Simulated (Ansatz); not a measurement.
## A computed series for hypothetical Fm-3m MoTe2: element substitutions

Start from MoTe$_{2}$ (space group Fm-3m, No. 225; a = 6.639 Å; a hypothetical phase, not in the database extracts checked).

Each row replaces one element on all its sites; cell and atoms are relaxed.

Method: Ansatz (a quantum-chemistry and plane-wave program) r2SCAN, no spin-orbit coupling.

```json
[
 {"change": "base", "shortest interatomic distance": "2.875 Å", "density": "7.97 g/cm³"},
 {"change": "Te → S", "shortest interatomic distance": "2.584 Å", "density": "5.00 g/cm³"},
 {"change": "Te → Pt", "shortest interatomic distance": "2.607 Å", "density": "14.79 g/cm³"},
 {"change": "Mo → Se", "shortest interatomic distance": "3.085 Å", "density": "6.14 g/cm³"}
]
```

The magnetic state is the one reached from the starting moments; the real material's order can differ, and small cells can't hold many antiferromagnetic ones. No phonon test of stability was made. As relaxed here, MoS2, MoPt2 and Te2Se are hypothetical phases, not in the database extracts checked. Spin-polarised in the final run: MoS2; the other runs are not. MoTe2 has a high density of states at the Fermi level and may be magnetic at this level.
